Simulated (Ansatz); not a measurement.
# SiO2: biaxial strain −1.17 %, plane normal [001], relaxed out of plane

Consider SiO2 (space group P3_121, No. 152; a = 5.020 Å, c = 5.509 Å). Axes: x lies along a and z along c of the hexagonal cell.

The change: compressive biaxial strain of 1.17 % in the plane normal to [001], as in epitaxy on a mismatched substrate; the out-of-plane cell vector and the atoms relax.

Calculations: Ansatz (a first-principles code) PBE, no spin-orbit coupling, earlier PAW set. Γ-centred 8×8×6 mesh, Fermi–Dirac width 0.05 eV.

Volume per atom: 13.09 Å³ (base 13.36 Å³)
Space group: P3_121 (No. 152) (base P3_121 (No. 152))
Pressure (mean of the normal stresses, compression positive): 0.67 GPa (base 0.01 GPa)
Band gap: 5.74 eV (base 5.68 eV)
Gap character: indirect, K → Γ (base indirect, K → Γ)
Smallest direct gap: 6.04 eV (base 6.01 eV)
Width of the top valence band: 0.54 eV (base 0.56 eV)
Out-of-plane strain: +0.27 %
Ratio −ε⊥/ε∥: 0.23
Mean in-plane stress (compression positive): +1.0 GPa

Final structure (turned so that z lies along the plane normal):

```xyz
9
Lattice="4.9617 0.0000 0.0000 2.4808 4.2969 0.0000 0.0000 0.0000 5.5240" Properties=species:S:1:pos:R:3 pbc="T T T"
Si     3.6533     2.2662     1.8413
Si     1.1724     2.0307     3.6827
Si     2.6168     0.0000     0.0000
O      4.1579     3.6549     1.1649
O      4.6792     1.7733     3.0062
O      6.0480     3.1656     4.8475
O      2.1983     2.5236     2.5178
O      1.6770     0.6420     4.3591
O      3.5672     1.1313     0.6765
```

Whether these cells are dynamically stable was not tested.
